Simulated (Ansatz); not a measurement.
rock salt NaF: three-phonon plus isotope scattering at 300 K, which omits the four-phonon, boundary and defect scattering of a real crystal, from Ansatz (plane waves, PAW) with several functionals, beside measured values. Phonon and k meshes: LDA 8×8×8 / 8×8×8; PBE 8×8×8 / 8×8×8. Unless called populations, κ holds the coherence term between modes besides the Boltzmann populations. Scattering mesh 19×19×19. Misses against the measured value stand in brackets.

| quantity | LDA | PBE | measured |
|---|---|---|---|
| lattice thermal conductivity (W/(m K)) | 41.1 (+123 %) | 22.4 (+22 %) | 18.4 |

Static volumes: LDA 11.41, PBE 12.99 Å³/atom. The lattice thermal conductivity falls with the volume in this order; PBE lies closest to the measured value, and PBE is high by 22 %.

These misses hold whatever the vibrational approximation and the meshes add; that part was not separated from the functional's.

Measured values: Cormac Toher, Corey Oses, Jose J. Plata et al., Physical Review Materials (2017), arXiv:1611.05714.

The PAW data sets were generated under PBE and serve the other functionals too.

Ansatz is an electronic-structure program.
